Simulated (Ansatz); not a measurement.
The parent structure is Pt in the fcc (Cu type) structure (space group Fm-3m, No. 225; a = 3.9403 Å). Axes: x, y, z lie along the cube axes.

Computed with Kohn–Sham DFT with the r2SCAN functional, run in Ansatz (an electronic-structure program) with PAW and 500 eV plane waves, no SOC.

For the base:

| Property | Value |
|---|---|
| Shortest interatomic distance | 2.786 Å |
| Pressure | 0.0 GPa |
| Band gap | zero |

Now apply this change: the cell is stretched by 1.04 % along x with no lateral relaxation; the atoms relax in the strained cell.

### Question
How does this affect the energy relative to the base?

### Answer
The energy goes up by 1.7 meV/atom.

### Question
What happens to the shortest interatomic distance?

### Answer
The shortest interatomic distance remains 2.786 Å.

### Question
What does the calculation give for the pressure after the change?

### Answer
The pressure (mean of the normal stresses, compression positive) goes from zero to -2.7 GPa.

### Question
How does this affect the band gap?

### Answer
The band gap remains zero.

Without a gap, meshes like the base's 20×20×20 leave anisotropic stresses uncertain by several tenths of a GPa, and small strain energies with them. No phonon test of stability was made. The final runs are not spin-polarised.
